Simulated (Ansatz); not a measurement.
We look at the energy of the reaction as written. Reaction: 1/2 cell B + 1/2 C (graphite) → cell A. A negative value means that the right-hand side lies lower.

Cell A: a slab of TiAl (P4/mmm) cut along (101), 9 atoms, rectangular cell of 2.78 × 4.89 Å (13.6 Å²), symmetry Pm, 8.1 Å thick under 16 Å of vacuum, in-plane vectors held at the crystal's; planes from bottom to top: TiAl × 4 | C, its two faces unlike (dipole correction applied); added, foreign or displaced atoms, above the top plane: C bound to 2 Ti at 1.89 Å and 1 Al at 1.94 Å; spin state with PBE: run without spin, k-point mesh 16×9×1.
```
CELL_PARAMETERS angstrom
      2.78320     0.00000     0.00000
      0.00000     4.88551     0.00000
      0.00000     0.00000    24.05214
ATOMIC_POSITIONS crystal
  Ti 0.50000 0.22820 0.33371
  Al 0.00000 0.72504 0.32716
  Ti 0.50000 0.90338 0.42620
  Al 0.00000 0.40325 0.42667
  Ti 0.50000 0.57825 0.52189
  Al 0.00000 0.07417 0.52046
  Ti 0.50000 0.18198 0.62024
  Al 0.00000 0.69317 0.62938
  C  0.00000 0.33304 0.66378
```

Cell B: a slab of TiAl (P4/mmm) cut along (101), 17 atoms, rectangular cell of 2.78 × 9.77 Å (27.2 Å²), symmetry Pm, 8.2 Å thick under 16 Å of vacuum, in-plane vectors held at the crystal's; planes from bottom to top: Ti2Al2 × 4 | C, its two faces unlike (dipole correction applied); added, foreign or displaced atoms, above the top plane: C bound to 2 Ti at 1.90 Å and 1 Al at 1.95 Å; spin state with PBE: run without spin, k-point mesh 16×5×1.
```
CELL_PARAMETERS angstrom
      2.78320     0.00000     0.00000
      0.00000     9.77102     0.00000
      0.00000     0.00000    24.05214
ATOMIC_POSITIONS crystal
  Ti 0.50000 0.60213 0.33201
  Al 0.00000 0.35061 0.32684
  Ti 0.50000 0.44125 0.42508
  Al 0.00000 0.19262 0.42827
  Ti 0.50000 0.28085 0.52279
  Al 0.00000 0.02825 0.52566
  Ti 0.50000 0.10904 0.62642
  Al 0.00000 0.85280 0.61999
  Ti 0.50000 0.10371 0.33568
  Al 0.00000 0.85281 0.32820
  Ti 0.50000 0.94425 0.42891
  Al 0.00000 0.69244 0.42474
  Ti 0.50000 0.77716 0.52004
  Al 0.00000 0.52758 0.51865
  Ti 0.50000 0.60531 0.61100
  Al 0.00000 0.36921 0.62943
  C  0.00000 0.19297 0.66790
```

Reference: C (graphite, P6₃/mmc), 4 atoms in the cell, k-point mesh 18×18×6 on the run's own vectors. Conventional cell: a = b = 2.4650 Å, c = 6.7419 Å, α = β = 90.00°, γ = 120.00°.

Plane-wave PAW calculations with Ansatz (a program for electronic structure), its default PAW set, cutoff 420 eV, 500 eV for r2SCAN. The structures are at rest with PBE+D3(BJ), within the held lattices; other levels are single points on them. Neutral cells; Fermi-Dirac smearing of at most 0.10 eV in the solids, energies taken to zero width. The lattices are those relaxed with PBE+D3(BJ), so at other levels the solids can be strained, which adds to the spread. A dispersion term (D3(BJ), or D4 for r2SCAN) was computed beside these levels and is taken off wherever the name lacks it. Nuclei at rest; no vibrational terms. Cells are local rest points, mostly with their start's symmetry. No correction for cell size. The cells' k-point meshes differ in density, so the last digit is unsettled. Cell A has symmetry Pm and got no random move, so less symmetric positions, which may lie lower, weren't tried. Cell B has symmetry Pm and got no random move, so less symmetric positions, which may lie lower, weren't tried.

Task: Estimate the value that r2SCAN+D4 returns for this input.

Result: 0.80 eV, for 1/2 cell B + 1/2 C (graphite) → cell A.

Task: List the value at the remaining levels and say how far they part.

Result: 
```tsv
Method	value (eV)	less r2SCAN+D4
PBE	0.83	0.03
PBE+D3(BJ)	0.80	0.00
r2SCAN	0.80	0.00
```

The levels span only 0.03 eV, too little to tell them apart.
